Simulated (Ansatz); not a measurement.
The parent structure is GaN in the zinc blende structure (space group F-43m, No. 216; a = 4.498 Å). Axes: x, y, z lie along the cube axes.

Structures relaxed with Kohn–Sham DFT with the PBEsol functional, run in Ansatz (a program for electronic structure) with PAW and 420 eV plane waves, no spin-orbit coupling.

Base:

Simulated powder pattern, Co Kα, λ = 1.79026 Å (kinematic, ideal powder, no thermal factors, no anomalous dispersion; the 10 strongest lines at most, above 2 %, up to 2θ = 90°):

| 2θ (°) | I/Imax (%) | hkl |
|---|---|---|
| 40.32 | 100 | (111) |
| 46.91 | 32 | (200) |
| 68.51 | 41 | (220) |
| 82.60 | 38 | (311) |
| 87.16 | 8.3 | (222) |

One thing is altered: strain tensor (xx, yy, zz, yz, xz, xy) = (+0.17, +0.41, +0.01, −0.02, +0.82, −0.99) %; the atoms relax in the strained cell.

After the change:

Simulated powder pattern, Co Kα, λ = 1.79026 Å (kinematic, ideal powder, no thermal factors, no anomalous dispersion; the 10 strongest lines at most, above 2 %, up to 2θ = 90°):

```csv
2θ (°),d (Å),I/Imax (%),hkl
39.74,2.634,100,(-1 1 1)
40.20,2.604,98,(1 1 -1)
40.30,2.599,97,(1 -1 1)
40.75,2.571,96,(111)
46.71,2.258,42,(002)
46.84,2.252,42,(200)
46.91,2.249,42,(020)
67.53,1.611,27,(2 0 -2)
67.81,1.605,27,(2 -2 0)
68.35,1.593,53,(0 2 -2)
```

The indices refer to the base's conventional cell; one index is shown for lines that coincide. The space group is now P1 (No. 1).

Stability against distortions was not tested. This is not the structure that GaN has at room temperature and ambient pressure.
